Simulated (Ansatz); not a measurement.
# In2SeS (model structure, started from the Cd2SeS type, P3m1, No. 156, 4 atoms in the cell)

Level of theory: PBE+SOC (plane waves, PAW; Ansatz, an electronic-structure program).

Settings: plane-wave cutoff 520 eV, 18×18×6 k mesh (along the axes of the cell as run), Fermi–Dirac smearing 0.05 eV, PAW data made under PBE.

Cell (relaxed with PBEsol):

```
CELL_PARAMETERS angstrom
      4.00882     0.00000     0.00000
     -2.00441     3.47174     0.00000
      0.00000     0.00000     9.22226
ATOMIC_POSITIONS crystal
  In 0.00000 0.00000 0.44934
  In 0.33333 0.66667 0.02477
  Se 0.33333 0.66667 0.58534
  S  0.00000 0.00000 0.18855
```

```json
{
  "band_gap": "0.44 eV (on the SCF k mesh)",
  "direct gap at Γ": "2.24 eV"
}
```

Note: the relaxation could raise the start's symmetry but not lower it, so the cell can be a saddle point; cell and atoms aren't relaxed at this level (largest force component 0.22 eV/Å, pressure 2.1 GPa); the cell has widely spaced layers and the level no dispersion term, so their spacing and the moduli can rest on weak binding.

The computed numbers hold no vibrational or temperature effects.

A model structure was made by putting elements into a prototype or built by hand; it is no filed structure, need not be a known phase, and can be a saddle point held by its symmetry.
